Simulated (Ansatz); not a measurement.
The structure below was relaxed with Ansatz (a first-principles code) r2SCAN, scalar-relativistic without spin-orbit coupling, at pressure 30 GPa.

```xyz
4
Lattice="3.5014 0.0000 0.0000 -1.7507 3.0323 0.0000 0.0000 0.0000 5.8481" Properties=species:S:1:pos:R:3 pbc="T T T"
Zn     1.7507     1.0108     5.8298
Zn     0.0000     2.0215     2.9057
S      1.7507     1.0108     3.6746
S      0.0000     2.0215     0.7505
```

Task: Find the space group and the Wyckoff positions.

Result: Space group P6₃mc (No. 186); a = b = 3.5014 Å, c = 5.8481 Å, α = β = 90.00°, γ = 120.00°

| atom | site | symmetry | x | y | z |
|---|---|---|---|---|---|
| Zn | 2b | 3m. | 0.3333 | 0.6667 | 0.4969 |
| S | 2b | 3m. | 0.3333 | 0.6667 | 0.1283 |

Task: Describe the coordination.

Result: The crystal has 4 atoms in its conventional cell. Cell: a = b = 3.5014 Å, c = 5.8481 Å, α = β = 90.00°, γ = 120.00°. Zn has 4 S at 2.155–2.163 Å (tetrahedral). S is coordinated by 4 Zn at 2.155–2.163 Å (tetrahedral). (Neighbours: up to the widest gap in distance over summed covalent radii, below 1.35, at either atom; cation-cation and far metal-metal contacts left out.)

Load acts through the strain it causes; cell and atoms are relaxed under it. Whether these cells are dynamically stable was not tested. Tetrahedral semiconductors of this kind turn to denser phases somewhere between about 1 and 50 GPa; those were not computed, so compressed cells here can lie past the real transition. The cell was made from ZnS in the wurtzite structure (space group P6_3mc, No. 186) by this change: pressure 30 GPa.
